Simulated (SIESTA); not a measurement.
Band structure of B6Pb (Pm-3m, 7 atoms in the cell).

```
B6Pb
1.0
    4.15257     0.00000     0.00000
    0.00000     4.15257     0.00000
    0.00000     0.00000     4.15257
B Pb
6 1
Direct
  0.20300   0.50000   0.50000
  0.79700   0.50000   0.50000
  0.50000   0.20300   0.50000
  0.50000   0.79700   0.50000
  0.50000   0.50000   0.20300
  0.50000   0.50000   0.79700
  0.00000   0.00000   0.00000
```

Method: LDA PW92, numerical atomic orbitals DZP, PseudoDojo LDA standard norm-conserving potentials (rewritten from UPF to PSML) (SIESTA 5.4.2).

Settings: XC.functional = LDA; XC.authors = PW92; potentials = PseudoDojo LDA standard; PAO.BasisSize = DZP; PAO.EnergyShift = 0.005 Ry; MeshCutoff = 350 Ry; kgrid.MonkhorstPack = 4 4 4; OccupationFunction = FD; ElectronicTemperature = 10 K; MaxSCFIterations = 150; SCF.Mixer.Method = Pulay; SCF.Mixer.Weight = 0.1; SCF.Mixer.History = 6; SCF.DM.Tolerance = 1.0E-04.

The starting cell comes from a database of computed structures (which also holds hypothetical and non-ambient phases and stackings), without a prior relaxation at this level. Its lattice was rescaled by a random factor within 2.5 % of one. Spin-orbit coupling is off. Values carry the incompleteness of an atom-centred basis.

**Question.** Predict the gap along the standard path and the places of the band edges.

**Answer.** The gap along the path is 0.87 eV, from X to M; the smallest direct gap on it is 1.31 eV.

Levels in eV from the top of the valence band on the path, bands 13 to 17:
| point | 13 | 14 | 15 | 16 | 17 |
|---|---|---|---|---|---|
| Γ | -3.37 | -0.06 | -0.06 | -0.06 | 2.85 |
| X | -3.11 | -3.11 | -1.63 | 0.00 | 1.31 |
| M | -2.19 | -1.76 | -1.46 | -1.46 | 0.87 |
| R | -5.56 | -1.08 | -1.08 | -1.08 | 4.87 |

Higher empty bands are left out: an atom-centred basis made for the valence describes them poorly.
